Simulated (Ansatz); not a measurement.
The (10-12) face of hcp Ru can be cut between different planes. Symmetric, stoichiometric slabs relaxed in the 1x1 cell (17.4 Å²): top plane Ru, 1.06 Å over the next in the ideal cut; top plane Ru, 0.53 Å over the next in the ideal cut.

Calculation: PBE (plane waves to 420 eV, PAW; Ansatz, a program for electronic structure).

Task: Rank these by surface energy (lowest first), as PBE gives it.

Result: the cut with an outer spacing of 1.06 Å (3.07 J/m²), the cut with an outer spacing of 0.53 Å (3.16 J/m²)
